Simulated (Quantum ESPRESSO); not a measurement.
Troubleshooting Quantum ESPRESSO: a failed run on Y₂NiGe₆ (Amm2, 9 atoms in the cell). The aim is a self-consistent single point with DFT, PBEsol, plane waves, PSlibrary PAW (PBE) pseudopotentials.

Cell that was meant: a = 4.0690 Å, b = 10.8895 Å, c = 10.8895 Å, α = 21.30°, β = 90.00°, γ = 90.00°.

Part of the input:

```fortran
   ecutrho = 350,
   occupations = 'smearing',
   smearing = 'fermi-dirac',
   input_dft = 'pbesol',
/
&electrons
   conv_thr = 1e-10,
```

The program printed (abridged):

```
 %%%%%%%%%%%%%%%%%%%%%%%%%%%%%%%%%%%%%%%%%%%%%%%%%%%%%%%%%%%%%%%%%%%%%%%%%%%%%%
     Error in routine  set_occupations (1):
      smearing requires a value for gaussian broadening (degauss)
 %%%%%%%%%%%%%%%%%%%%%%%%%%%%%%%%%%%%%%%%%%%%%%%%%%%%%%%%%%%%%%%%%%%%%%%%%%%%%%

     stopping ...
```

Question: Read the log: what does the program object to, and what is the fix?

Answer: The fault is smearing without a width. A smearing function needs a non-zero width. To fix it, give the width. The program stopped before any SCF iteration.

The sound input it was made from differs as follows (other fixes are possible):
```diff
+   degauss = 0.0073499,
```

With that input, the run converged in 17 iterations: free energy E − TS -23229.1387 eV; Fermi level (on the code's own zero) 9.19 eV; pressure -3.38 GPa; largest force (vector length) 0.144 eV/Å (DFT, PBEsol, plane waves, PSlibrary PAW (PBE) pseudopotentials).

On the sound input: the starting cell comes from a database of computed structures (which also holds hypothetical and non-ambient phases and stackings), without a prior relaxation at this level. Spin polarisation is off. With a pressure of about -3 GPa the cell is away from its equilibrium volume at this level.
